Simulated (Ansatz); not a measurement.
Base system: GaN in the zinc blende structure (space group F-43m, No. 216; a = 4.498 Å).

It is then changed as follows: every N is replaced by P, then cell and atoms are relaxed.

The values are results of Ansatz (a quantum-chemistry and plane-wave program) r2SCAN, scalar-relativistic without spin-orbit coupling, earlier PAW set, not measurements.

Base, band edges from the VBM (valence, conduction): X -2.80, 3.77; W -3.72, 6.74; L -1.00, 5.22; Γ 0.00, 2.17; K -2.25, 5.48; U -2.25, 5.48 eV.

Problem. Give the band edges at the high-symmetry points of the new zone, measured from its valence-band maximum.

Solution. 
| point | valence edge (eV) | conduction edge (eV) |
|---|---|---|
| Γ | 0.00 | 2.36 |
| X | -2.80 | 1.91 |
| U | -2.35 | 2.47 |
| K | -2.35 | 2.47 |
| L | -1.17 | 2.04 |
| W | -3.54 | 5.03 |

The gap is 1.85 eV, indirect, Γ → Γ–X (87 % along).

No phonon test of stability was made. This is not the structure that GaN has at room temperature and ambient pressure.
